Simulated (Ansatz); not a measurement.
Where the default PAW files enter, the runs use the earlier of Ansatz's two default sets.

Data:

```
TiO2
1.0
    2.95921     0.00000     0.00000
    0.00000     6.50516     0.00000
    0.00000     3.25258     3.25258
Ti O
2 4
Direct
  0.00000   0.50000   0.00000
  0.50000   0.00000   0.00000
  0.50000   0.30432   0.39136
  0.50000   0.69568   0.60864
  0.00000   0.19568   0.00000
  0.00000   0.80432   0.00000
```

Space group of this cell: P4_2/mnm, rutile. The cell is taken as given; by r2SCAN its mean pressure is -0.8 GPa.

The current runs along the normal of the first two printed vectors, the (110) plane. All runs by Ansatz (an electronic-structure program), plane waves and PAW, without spin-orbit coupling; the base is r2SCAN.

```tsv
run	mean pressure (GPa)	gap (eV)	mid-gap κ (1/Å)
base	-0.8	2.20	0.242
all lengths scaled by 0.98	16.3	2.37	0.246
all lengths scaled by 1.02	-13.8	2.04	0.238
lda in place of r2scan	-8.9	1.78	0.223
lengths across the current scaled by 0.98, ions clamped	10.7	[?]	[?]
lengths across the current scaled by 1.02, ions clamped	-10.2	2.08	0.241
lengths along the current scaled by 0.97, ions clamped	6.8	[?]	[?]
lengths along the current scaled by 1.03, ions clamped	-6.9	[?]	[?]
pbesol in place of r2scan	-2.7	1.83	0.224
```

Some entries are withheld; supply them.


- lengths across the current scaled by 0.98, ions clamped, gap (eV): 2.33
- lengths across the current scaled by 0.98, ions clamped, mid-gap κ (1/Å): 0.243
- lengths along the current scaled by 0.97, ions clamped, gap (eV): 2.26
- lengths along the current scaled by 0.97, ions clamped, mid-gap κ (1/Å): 0.245
- lengths along the current scaled by 1.03, ions clamped, gap (eV): 2.11
- lengths along the current scaled by 1.03, ions clamped, mid-gap κ (1/Å): 0.237
